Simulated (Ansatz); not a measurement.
**VI3: pressure series**

Base system: VI$_{3}$ (space group P6_3/mmc, No. 194; a = 10.210 Å, c = 3.601 Å; ferromagnetic; a cell from a computed database, its experimental status unchecked; made of chains).

Cell and atoms are relaxed at each pressure.

All numbers come from DFT with PBEsol, PAW potentials and a 420 eV plane-wave cutoff in Ansatz (a first-principles code), without spin-orbit coupling.

| variant | shortest interatomic distance | density |
|---|---|---|
| base | 2.740 Å | 4.41 g/cm³ |
| pressure 0.3 GPa | 2.736 Å | 4.64 g/cm³ |
| pressure 0.7 GPa | ___ | ___ |
| pressure 1.5 GPa | 2.722 Å | 5.14 g/cm³ |
| pressure 3 GPa | 2.706 Å | 5.50 g/cm³ |

Complete the table.


- pressure 0.7 GPa, shortest interatomic distance: 2.731 Å
- pressure 0.7 GPa, density: 4.85 g/cm³

Other magnetic orders, which the real material may have, were not ruled out. Load acts through the strain it causes; cell and atoms are relaxed under it. Whether these cells are dynamically stable was not tested. No dispersion term is included in the PBEsol runs.
